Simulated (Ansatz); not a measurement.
Bond-angle distributions (per cent of the angles at each element, bins of 10°) of a relaxed model of amorphous In$_{24}$O$_{37}$Be at 6.42 g/cm³. Computed with PBE, scalar-relativistic without spin-orbit coupling (plane waves to 420 eV, PAW; Ansatz, a first-principles code).

A CHGNet melt-quench gave the starting glass, which DFT then relaxed. O atoms were pushed apart under 1.9 Å during the dynamics, to hinder bonds among them. The hot cell started wider than the set density and was brought back towards it in steps. It is the lowest in DFT energy of 2 quenches. It is a model cell: composition and starting density were chosen by hand, and all elements were melted together. No dispersion term was used. Its density started from a set value of 6.42 and ended at 6.42 g/cm³. Cooling (nominally 330 K/ps over its main leg) ran many orders faster than in experiment, which tends to leave more defects and strain. One small periodic cell is one sample of the glass; other quenches scatter about these values. The volume was held where the preparation left it and the shape relaxed, at a PBE pressure of 0.3 GPa. On a 2×2×2 Γ-centred mesh force components of up to 0.13 eV/Å stay, since the relaxation ran on the zone centre alone.

Neighbours within In-In 3.12 Å, In-O 2.76 Å, In-Be 2.62 Å, O-O 1.58 Å, O-Be 1.94 Å, Be-Be 2.11 Å count as bonded. Two cations that share two anions don't count as bonded, nor two that share one unless they lie closer than In-In 3.04 Å, In-Be 2.55 Å, Be-Be 2.05 Å.

| angle (°) | at In | at O |
|---|---|---|
| 50-60 | 0 | 0 |
| 60-70 | 1 | 0 |
| 70-80 | 14 | 0 |
| 80-90 | 25 | 6 |
| 90-100 | 17 | 30 |
| 100-110 | 11 | 21 |
| 110-120 | 8 | 14 |
| 120-130 | 5 | 18 |
| 130-140 | 4 | 6 |
| 140-150 | 3 | 3 |
| 150-160 | 6 | 1 |
| 160-170 | 5 | 1 |
| 170-180 | 2 | 1 |

They go with these counts of neighbours within the cut-offs, cation contacts included: In mean 5.4, most often 5; O mean 3.6, most often 4.
